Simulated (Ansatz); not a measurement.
The starting structures come from a database of crystals and need not be the phases stable at ambient conditions.

 Where the default PAW files enter, the runs use the earlier of Ansatz's two default sets.

**Evanescent states of Li$_{2}$S (Fm-3m, anti-fluorite, not sure to be the ambient phase, 3 atoms a cell, 15.2 Å³ an atom) along the normal of (110)**

Calculation: r2SCAN (plane waves, PAW; Ansatz, a quantum-chemistry and plane-wave program).

No gap correction and no spin-orbit coupling; mid-gap values are interpolated between computed energies.

Energies count from the valence-band top; κ is the least over a 8×6 mesh across the current.

```
E (eV)  κ (1/Å)  where
------  -------  -----
0.10      0.092      Γ
0.28      0.154      Γ
0.47      0.193      Γ
0.67      0.222      Γ
0.85      0.244      Γ
1.04      0.262      Γ
1.24      0.277      Γ
1.43      0.289      Γ
1.61      0.298      Γ
1.80      0.305      Γ
2.00      0.311      Γ
2.19      0.314      Γ
2.38      0.306      Γ
2.56      0.292      Γ
2.75      0.276      Γ
2.94      0.256      Γ
3.13      0.233      Γ
3.33      0.205      Γ
3.52      0.169      Γ
3.71      0.117      Γ
```

Task: How thick must the barrier be to attenuate the transmission by 10^4 when the electrodes' Fermi level lies at 0.10 eV, and what attenuation does that film give at 0.28 eV?

Result: d = 4 ln 10 / (2 × 0.092) = 50.1 Å. At 0.28 eV it gives 4 × 0.154/0.092 = 6.7 decades.
